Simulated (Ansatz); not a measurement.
**What Zn → Re does to ZnSe**

Consider ZnSe in the zinc blende structure (space group F-43m, No. 216; a = 5.666 Å).

Now apply this change: every Zn is replaced by Re; the structure is relaxed again.

Method: r2SCAN/PAW in Ansatz (a quantum-chemistry and plane-wave program), scalar-relativistic without spin-orbit coupling. Γ-centred 15×15×15 mesh, Fermi–Dirac width 0.05 eV, for the changed cell.

```json
{
 "volume_per_atom": "20.93 Å³ (base 22.73 Å³)",
 "density": "10.52 g/cm³ (base 5.27 g/cm³)",
 "space_group": "F-43m (No. 216) (base F-43m (No. 216))",
 "shortest_interatomic_distance": "2.387 Å (base 2.453 Å)",
 "band_gap": "zero (base 1.87 eV)"
}
```

Stability against distortions was not tested. As relaxed here, ReSe is a hypothetical phase, not in the database extracts checked. The final runs are not spin-polarised. An odd electron count without spin: ReSe. ReSe has a high density of states at the Fermi level and may be magnetic at this level.
